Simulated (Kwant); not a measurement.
Model system: In0.53Ga0.47As/In0.52Al0.48As stack with 1 barrier. One parabolic valley. Leads of mass 0.041 mₑ with the band edge at 0; grid 0.1 nm; bias swept from 0.0208 to 0.44254 V, dropping linearly over the stack. Emitter Fermi level 0.06 eV, 77 K, equal in the collector.

```json
[
 {"layer": "1", "thickness (nm)": "3.2", "band offset (eV)": "0.52", "mass (mₑ)": "0.075"}
]
```

The device is made up for the run: typed textbook-type constants, with dimensions and the other settings drawn at random.

Computed with Kwant: one-band effective-mass tight-binding model in one dimension, coherent, no space charge, current by the Tsu-Esaki formula.

Q: Tabulate J (A/cm²) against bias (V).

A: 
```csv
bias (V),J (A/cm²)
0.02080,2210
0.05595,4500
0.09109,5620
0.1262,6630
0.1614,7640
0.1965,8670
0.2317,9760
0.2668,10900
0.3020,12100
0.3371,13500
0.3723,14900
0.4074,16500
0.4425,18300
```
